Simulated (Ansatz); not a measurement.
# fcc Au (1 1 0) on zinc-blende InP (1 1 0) (film strained to the substrate, started from cuts of the bulks and a machine-learned relaxation)

A periodic stack without vacuum, fcc Au (1 1 0) on zinc-blende InP (1 1 0) (film strained to the substrate, started from cuts of the bulks and a machine-learned relaxation): substrate slab In8P8, film Au16, surface cells [[0, -1], [1, -1]] and [[1, 0], [1, 2]], film strained by +1.4 and +1.4 %, outermost planes InP/InP and Au/Au as cut, which need not be the usual terminations and can put a slab off its formula.

The start was prepared with a machine-learned potential, and the result is one local minimum, with the in-plane cell held and forces under 0.04 eV/Å; the film can end far from its bulk form.

Method: PBE (plane waves to 420 eV, PAW; Ansatz, an electronic-structure program). Scalar-relativistic, without spin–orbit coupling; the runs are not spin-polarised; PBE gaps are too small against experiment. Its k-point mesh 9×5×1, Fermi–Dirac width 0.05 eV.

The interface area comes out as 25.1 Å², the period is 28.76 Å and the gaps between the outermost planes at the two interfaces is 1.88 and 1.93 Å. The Au–In contacts across the interfaces within 1.22 times the sum of covalent radii comes out as 4, mean 2.89 Å and the Au–P contacts across the interfaces within 1.22 times the sum of covalent radii is 4, mean 2.56 Å. The estimate of the barrier is withheld, since the Fermi level falls at or inside a band of the host, which a slab this thin can't settle.

```yaml
crystal:
  lattice:
    - [4.21071, -0.00295, 0.17931]
    - [4.20758, 5.95451, 0.36459]
    - [3.00279, 3.40603, 29.03176]
  atoms:
    - { symbol: In, position: [0.78190, 0.05230, 0.10643] }
    - { symbol: In, position: [0.79923, 0.61128, 0.02899] }
    - { symbol: In, position: [0.73688, 0.95188, 0.25178] }
    - { symbol: In, position: [0.75857, 0.50583, 0.17660] }
    - { symbol: In, position: [0.69384, 0.84632, 0.39861] }
    - { symbol: In, position: [0.71605, 0.40032, 0.32340] }
    - { symbol: In, position: [0.65384, 0.73721, 0.54595] }
    - { symbol: In, position: [0.67757, 0.29102, 0.46862] }
    - { symbol: P, position: [0.55589, 0.35187, 0.03204] }
    - { symbol: P, position: [0.52999, 0.80781, 0.10299] }
    - { symbol: P, position: [0.50694, 0.25534, 0.17860] }
    - { symbol: P, position: [0.48728, 0.70308, 0.25023] }
    - { symbol: P, position: [0.46547, 0.14926, 0.32505] }
    - { symbol: P, position: [0.44344, 0.59868, 0.39667] }
    - { symbol: P, position: [0.42303, 0.04182, 0.47237] }
    - { symbol: P, position: [0.41158, 0.48195, 0.54335] }
    - { symbol: Au, position: [0.34297, 0.93362, 0.66032] }
    - { symbol: Au, position: [0.83932, 0.43651, 0.66092] }
    - { symbol: Au, position: [0.60981, 0.21453, 0.61143] }
    - { symbol: Au, position: [0.08679, 0.73612, 0.61410] }
    - { symbol: Au, position: [0.82789, 0.34781, 0.76194] }
    - { symbol: Au, position: [0.32429, 0.85159, 0.76188] }
    - { symbol: Au, position: [0.08676, 0.63690, 0.71418] }
    - { symbol: Au, position: [0.58766, 0.13903, 0.71054] }
    - { symbol: Au, position: [0.30095, 0.77616, 0.86083] }
    - { symbol: Au, position: [0.80239, 0.27262, 0.86328] }
    - { symbol: Au, position: [0.56365, 0.06264, 0.81164] }
    - { symbol: Au, position: [0.06649, 0.55805, 0.81319] }
    - { symbol: Au, position: [0.77582, 0.20139, 0.96176] }
    - { symbol: Au, position: [0.25013, 0.72681, 0.96123] }
    - { symbol: Au, position: [0.02709, 0.49702, 0.91396] }
    - { symbol: Au, position: [0.53319, 0.99133, 0.91361] }
```
